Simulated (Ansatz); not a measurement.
The reference is CuAu (space group P4/mmm, No. 123; relaxed with 0.1 eV smearing).

```yaml
crystal:
  lattice:
    - [2.85312, 0.00000, 0.00000]
    - [0.00000, 2.85312, 0.00000]
    - [0.00000, 0.00000, 3.57027]
  atoms:
    - { symbol: Cu, position: [0.50000, 0.50000, 0.50000] }
    - { symbol: Au, position: [0.00000, 0.00000, 0.00000] }
```

Cartesian axes are those of the cell as printed.

Method: r2SCAN (Ansatz, an electronic-structure program), no spin-orbit coupling.

Modification: compressive biaxial strain of 3.08 % in the plane normal to [001], as in epitaxy on a mismatched substrate; the out-of-plane cell vector and the atoms relax.

Predict the new ratio −ε⊥/ε∥.

The ratio −ε⊥/ε∥ comes out as 1.73.

Whether these cells are dynamically stable was not tested. The final runs are not spin-polarised.
